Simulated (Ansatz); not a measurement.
# What uniaxial strain ε_zz = +1.00 % does to Mg

Base system: Mg in the hcp (Mg type) structure (space group P6_3/mmc, No. 194; a = 3.175 Å, c = 5.163 Å; relaxed with 0.1 eV smearing). Axes: x lies along a and z along c of the hexagonal cell.

Perturbation: the cell is stretched by 1.00 % along z with no lateral relaxation; the atoms relax in the strained cell.

Computed with DFT with PBEsol, PAW potentials and a 420 eV plane-wave cutoff in Ansatz (a first-principles code), without spin-orbit coupling. Settings: 21×21×11 k-points, 0.1 eV Fermi–Dirac smearing.

| quantity | base | changed | shift |
|---|---|---|---|
| volume per atom | 22.54 Å³ | 22.76 Å³ | +0.225 Å³ |
| space group | P6_3/mmc (No. 194) | P6_3/mmc (No. 194) | – |
| shortest interatomic distance | 3.166 Å | 3.175 Å | +0.009 Å |
| energy relative to the base (free energy F) | 0 meV/atom | +0.5 meV/atom | +0.5 meV/atom |
| pressure (mean of the normal stresses, compression positive) | 0.0 GPa | -0.4 GPa | -0.4 GPa |
| band gap | zero | zero | – |
| stress (xx, yy, zz, yz, xz, xy; compression positive) | – | (-0.2, -0.2, -0.7, 0.0, 0.0, 0.0) GPa | – |

Stability against distortions was not tested.
